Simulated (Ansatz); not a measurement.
Consider the following.

```yaml
crystal:
  lattice:
    - [4.69661, 0.00000, 0.00000]
    - [0.00000, 4.69661, 0.00000]
    - [2.34831, -2.34831, 3.22242]
  atoms:
    - { symbol: Te, position: [0.25000, 0.25000, 0.50000] }
    - { symbol: Cd, position: [0.00000, 0.00000, 0.00000] }
```

A single point on CdTe with a change (biaxial strain +1.28 %, plane normal [001], relaxed out of plane), its geometry relaxed with r2SCAN.

Computed with Ansatz (a quantum-chemistry and plane-wave program), HSE06, PAW, cutoff 420 eV, spin-orbit coupling included, earlier PAW set. Settings: 6×6×6 k-points, 0.01 eV Fermi–Dirac smearing.

Problem. Estimate the band gap.

Solution. 1.14 eV.

Problem. Estimate the valence-band top at Γ (three highest Kramers pairs, from the VBM).

Solution. 0.00, -0.07, -0.98 eV.

Single points use the geometry relaxed with r2SCAN. No phonon test of stability was made. The cell was made from CdTe in the zinc blende structure (space group F-43m, No. 216) by this change: biaxial strain +1.28 %, plane normal [001], relaxed out of plane.
